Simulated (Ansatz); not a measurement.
# Defect calculation: Sn on the B site (Sn_B) in zinc-blende BAs

Calculation: PBE, PAW (plane waves to 420 eV; Ansatz, a program for electronic structure). A 2×2×2 supercell of 64 sites was used; the energies come from a 2×2×2 shifted sampling of its zone. Site at the start: the B site. Charged cells carry a point-charge image correction with potential alignment at far atoms. Dielectric constants: PBE linear response of the host. Host gap at this level: 1.20 eV. Finite-size and sampling errors can reach tenths of an eV here. The semilocal functional narrows the gap, so deep levels can fall outside it. Spin–orbit coupling is left out, which matters for these heavy elements. Each state is the lowest found from its start.

| charge | moment (μB) | largest move off a lattice site (Å) | image correction with alignment (eV) |
|---|---|---|---|
| +1 | not spin-polarised | 0.36 | 0.52 |
| 0* | 1.0 | 0.38 | – |
| −1* | not spin-polarised | 0.40 | – |

* At this level the carrier isn't localised at the defect: at charge 0 electrons occupy the conduction band; at charge −1 electrons occupy the conduction band. Such a state is shallow or no state of the defect, and this cell gives it no level.

No other site or start that was run ended lower by more than 0.1 eV.

Flagged in the runs: a doubtful potential alignment.
